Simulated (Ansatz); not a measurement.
For ZnSe (model structure, started from the WC type, P-6m2, No. 187, 2 atoms in the cell), PBEsol (Ansatz, a quantum-chemistry and plane-wave program, PAW) gives:

- lattice constant a = 3.655 Å
- lattice parameter c = 3.288 Å
- enthalpy of formation = -0.190 eV/atom

Question: What does r²SCAN (plane waves, PAW; Ansatz) give for the same quantities?

Answer: 
- lattice constant a: 3.691 Å (rises by 1.0 %)
- lattice parameter c: 3.321 Å (increases by 1.0 %)
- formation enthalpy: -0.263 eV/atom (moves by -0.073 eV/atom)

Changes are worked out from the printed values.

Unless a cell is named, each level is at its own relaxed cell (PBEsol 19.02, r²SCAN 19.59 Å³/atom).

Ansatz's density-functional and Hartree–Fock values are scalar-relativistic unless marked +SOC, with PAW data made under PBE.

A model structure was made by putting elements into a prototype or built by hand; it is no filed structure, need not be a known phase, and can be a saddle point held by its symmetry.
